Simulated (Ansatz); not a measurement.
The starting structures come from a database of crystals and need not be the phases stable at ambient conditions.

# Evanescent states of NaYS₂ (R-3m, not sure to be the ambient phase, 4 atoms a cell, 22.6 Å³ an atom, -2 GPa at this level) along the normal of (110)

Level of theory: PBEsol (plane waves, PAW; Ansatz, a first-principles code).

No gap correction and no spin-orbit coupling; mid-gap values are interpolated between computed energies.

Energies count from the valence-band top; κ is the least over a 6×6 mesh across the current.

```json
[
 {"E (eV)": "0.06", "κ (1/Å)": "0.061", "where": "Γ"},
 {"E (eV)": "0.18", "κ (1/Å)": "0.103", "where": "Γ"},
 {"E (eV)": "0.30", "κ (1/Å)": "0.130", "where": "Γ"},
 {"E (eV)": "0.42", "κ (1/Å)": "0.150", "where": "Γ"},
 {"E (eV)": "0.54", "κ (1/Å)": "0.167", "where": "Γ"},
 {"E (eV)": "0.66", "κ (1/Å)": "0.180", "where": "Γ"},
 {"E (eV)": "0.78", "κ (1/Å)": "0.191", "where": "Γ"},
 {"E (eV)": "0.90", "κ (1/Å)": "0.200", "where": "Γ"},
 {"E (eV)": "1.02", "κ (1/Å)": "0.208", "where": "Γ"},
 {"E (eV)": "1.14", "κ (1/Å)": "0.214", "where": "Γ"},
 {"E (eV)": "1.26", "κ (1/Å)": "0.219", "where": "Γ"},
 {"E (eV)": "1.38", "κ (1/Å)": "0.216", "where": "Γ"},
 {"E (eV)": "1.50", "κ (1/Å)": "0.206", "where": "Γ"},
 {"E (eV)": "1.62", "κ (1/Å)": "0.193", "where": "Γ"},
 {"E (eV)": "1.74", "κ (1/Å)": "0.176", "where": "Γ"},
 {"E (eV)": "1.86", "κ (1/Å)": "0.155", "where": "Γ"},
 {"E (eV)": "1.98", "κ (1/Å)": "0.127", "where": "Γ"},
 {"E (eV)": "2.10", "κ (1/Å)": "0.084", "where": "Γ"}
]
```

Q: How thick must the barrier be to attenuate the transmission by 10^4 when the electrodes' Fermi level lies at 1.86 eV, and what attenuation does that film give at 0.18 eV?

A: d = 4 ln 10 / (2 × 0.155) = 29.7 Å. At 0.18 eV it gives 4 × 0.103/0.155 = 2.7 decades.
